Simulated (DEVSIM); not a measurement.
Device: abrupt InP n-p junction, at 300 K.

Layer 1 from the left is InP, thickness (μm) 32.0, Nd (cm⁻³) 4.8e15, τn (s) 6.3e-10, τp (s) 6.3e-10. Layer 2 from the left is InP, thickness (μm) 1.80, Na (cm⁻³) 7.3e15, τn (s) 6.3e-10, τp (s) 6.3e-10.

Left contact: ohmic. Right contact: ohmic. Voltage is applied to the left contact. Recombination: SRH at mid-gap, radiative, Auger. Mobility is μmin + (μ − μmin)/(1 + (N/Nref)^α).

The device is made up for the run: typed textbook-type constants, with dimensions and the other settings drawn at random. Values at 300 K.

InP: gap (eV) 1.344, affinity (eV) 4.38, permittivity 12.5, Nc (cm⁻³) 5.7e17, Nv (cm⁻³) 1.1e19, μn (cm²/Vs) 5200, μp (cm²/Vs) 170, μn,min 400, μp,min 10, Nref,n 3e17, Nref,p 4.9e17, αn 0.47, αp 0.62, B (cm³/s) 1.2e-10, Cn (cm⁶/s) 9e-31, Cp (cm⁶/s) 9e-31.

**Question.** Estimate by hand the built-in potential, the peak field at zero bias, the capacitance at 6 V, and compare with a numerical solution.

**Answer.** 
- Built-in potential: ni = √(Nc Nv) exp(−Eg/2kT) = 1.29e7 cm⁻³ with Eg = 1.344 eV; Vbi = kT/q ln(Na Nd/ni²) = 1.031 V; numerical 1.031 V.
- Peak field at zero bias: depletion approximation: W = √(2εVbi/(qN)) = 0.701 μm with N = 2.90e15 cm⁻³; field = 2Vbi/W = 29400 V/cm; numerical 28700 V/cm (estimate above by 2.6 %).
- Capacitance at 6 V: C = √(qεN / 2(Vbi + |V|)) = 6.04 nF/cm²; numerical 6.07 nF/cm².

DEVSIM, 1D drift-diffusion, Boltzmann statistics, complete ionisation; no tunnelling, impact ionisation, image-force lowering or self-heating.
